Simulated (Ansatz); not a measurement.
Given:

```
InP
1.0
    0.00000     2.97990     2.97990
    2.97990     0.00000     2.97990
    2.97990     2.97990     0.00000
P In
1 1
Direct
  0.75000   0.75000   0.75000
  0.00000   0.00000   0.00000
```

No spin polarisation.

0.159 holes added to each cell, a density of 3.0×10^21 cm⁻³, with a uniform compensating background at fixed cell and a 300 K Fermi–Dirac width.

Method: PBE (Ansatz, a first-principles code, PAW, no spin-orbit coupling), earlier PAW set. Γ-centred 22×22×22 mesh, Fermi–Dirac width 0.0259 eV.

**Question.** Predict the gap character, Fermi level from band edge and gap between the host's bands.

**Answer.** The gap character is direct at Γ. The Fermi level relative to the doped band's edge (positive inside the band; to 0.05 eV) comes out as +0.45 eV and the gap between the host's bands comes out as 0.50 eV.

Carriers are added with a uniform compensating background; total energy and stress of such cells depend on the potential's zero and are not compared; many-body gap narrowing is missing at this level. No phonon test of stability was made. The cell was made from InP in the zinc blende structure (space group F-43m, No. 216) by this change: holes 3.0×10^21 cm⁻³.
